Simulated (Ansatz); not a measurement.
The starting structures come from a database of crystals and need not be the phases stable at ambient conditions.

Tunnelling through a barrier is set by its complex band structure: the current falls as exp(−2κd) with the smallest κ.

Data:

```
CELL_PARAMETERS angstrom
      4.92767     0.00000     0.03143
      0.00000     6.34361     0.00000
      2.49817     0.00000     7.53116
ATOMIC_POSITIONS crystal
  Cs 0.03562 0.25000 0.73537
  Cs 0.96438 0.75000 0.26463
  H  0.17597 0.75000 0.64873
  H  0.82403 0.25000 0.35127
  H  0.50000 0.00000 0.00000
  H  0.50000 0.50000 0.00000
  P  0.53055 0.75000 0.76622
  P  0.46945 0.25000 0.23378
  O  0.39370 0.75000 0.60944
  O  0.60630 0.25000 0.39056
  O  0.85272 0.75000 0.67792
  O  0.14728 0.25000 0.32208
  O  0.41559 0.95185 0.87868
  O  0.58441 0.04815 0.12132
  O  0.58441 0.45185 0.12132
  O  0.41559 0.54815 0.87868
```

Space group of this cell: P2_1/m. The cell was relaxed by PBE-D3(BJ); by r2SCAN its mean pressure is -2.2 GPa.

Transport runs along the normal of the first two printed cell vectors.

The gap is the functional's own. No spin-orbit coupling. Mid-gap values are interpolated on the energy grid.

Question: Give the band gap and the smallest decay constant κ at mid-gap that r2SCAN run with Ansatz (a program for electronic structure) yields.

Answer: Gap 5.91 eV on a 6×6×4 mesh; κ = 0.481 1/Å, at the zone centre.
